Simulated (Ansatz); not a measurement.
Data:

End structure of a constructed model of the (111) surface of fcc Ag, (√3x√3)R30° layer of In, one a cell, in the other hollow (bottom of the slab: a bare face, its two planes held):

```
CELL_PARAMETERS angstrom
      4.40007     2.54038     0.00000
     -4.40007     2.54038     0.00000
      0.00000     0.00000    30.50000
ATOMIC_POSITIONS crystal
  Ag 0.00000 0.66667 0.26329
  Ag 0.33333 0.33333 0.26329
  Ag 0.66667 0.00000 0.26329
  Ag 0.00000 0.33333 0.34181
  Ag 0.33333 0.00000 0.34181
  Ag 0.66667 0.66667 0.34181
  Ag 0.00000 0.99932 0.41989
  Ag 0.33401 0.66735 0.41989
  Ag 0.66599 0.33333 0.41989
  Ag 0.00000 0.66634 0.49823
  Ag 0.33301 0.33333 0.49823
  Ag 0.66699 0.00033 0.49823
  Ag 0.00000 0.33333 0.57686
  Ag 0.33333 0.00000 0.57612
  Ag 0.66667 0.66667 0.57612
  Ag 0.00000 0.99354 0.65543
  Ag 0.33979 0.67312 0.65543
  Ag 0.66021 0.33333 0.65543
  In 0.00000 0.33333 0.73199
```

Model: 19-atom slab, 14.4 Å thick at the start, 9x9x1 mesh, Fermi-Dirac 0.1 eV, dipole correction, 6 atoms held, the rest relaxed; start symmetry kept, larger cells not searched; no spin, no spin-orbit, no U. In PBE it is, or lies within 0.01 eV a 1x1 cell of, the lowest of the 2 structures of its composition computed so far; larger cells were not tried.

Q: Predict the work function of the top face from Ansatz (a program for electronic structure) with PBE.

A: 3.81 eV
